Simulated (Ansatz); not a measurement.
Functionals compared on H2O on the 1x1 (110) surface of bcc W, one in a 2x2 cell, started at the site 'bridge W-W (span 2.8 Å)', in Ansatz (plane waves, PAW). The structure was relaxed with PBE; the other rows are single points on it, each with its references at the same level. Cutoff 420 eV (500 eV for r2SCAN).

Set-up: 19 atoms, 6.6 Å thick at the start under the adsorbate (thin: gaps and levels are the slab's own); mesh 6x6x1; 0.1 eV smearing; dipole correction on; 8 atoms held, the rest relaxed; no symmetry held; no spin, no spin-orbit, no U, no dispersion correction. At the end it is bonded to W. In PBE it is, or lies within 0.03 eV of, the lowest of the starts that converged. These notes are the PBE run's. Adsorption energies are against H2O(g). A negative adsorption energy means that the adsorbate is more stable on the surface than in its reference.

```csv
functional,adsorption energy (eV),work function of the top face (eV),change of the work function (eV),rough cost of the single point
PBE,-0.52,3.58,-1.23,–
RPBE,___,___,___,around 3.0 core-minutes (rough)
r2SCAN,-0.63,3.56,-1.33,about 7 core-minutes (a rough figure)
```

Fill in the missing entries.


- RPBE, adsorption energy (eV): -0.28
- RPBE, work function of the top face (eV): 3.47
- RPBE, change of the work function (eV): -1.21

Ansatz is an electronic-structure program.
